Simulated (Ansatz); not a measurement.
# Bi2SO2 (Pnnm, No. 58, 10 atoms in the cell; start mp-27891)

Calculation: PBE0 (Ansatz, a program for electronic structure, plane waves, PAW).

Run with plane-wave cutoff 460 eV, 6×2×6 k mesh (along the axes of the cell as run), Fermi–Dirac smearing 0.01 eV, scalar-relativistic PAW data made under PBE.

Cell (relaxed with PBEsol):

```
CELL_PARAMETERS angstrom
      3.82063     0.00000     0.00000
      0.00000    11.90857     0.00000
      0.00000     0.00000     3.81868
ATOMIC_POSITIONS crystal
  Bi 0.48024 0.85771 0.50000
  Bi 0.51976 0.14229 0.50000
  Bi 0.98024 0.64229 0.00000
  Bi 0.01976 0.35771 0.00000
  S  0.00000 0.00000 0.00000
  S  0.50000 0.50000 0.50000
  O  0.48557 0.74995 0.00000
  O  0.51443 0.25005 0.00000
  O  0.98557 0.75005 0.50000
  O  0.01443 0.24995 0.50000
```

For Bi2SO2 (Pnnm, No. 58, 10 atoms in the cell; start mp-27891), the band gap is 2.16 eV (on the SCF k mesh). The smallest direct gap on the k points sampled is 2.50 eV.

Note: cell and atoms aren't relaxed at this level (largest force component 0.41 eV/Å).

Spin–orbit coupling is not included; with these elements it can move the gap by several tenths of an eV or more.

Computed values are for the static lattice.

The result took around 4 core-minutes (rough).

A start named mp-… is a Materials Project structure, which need not be a measured phase.
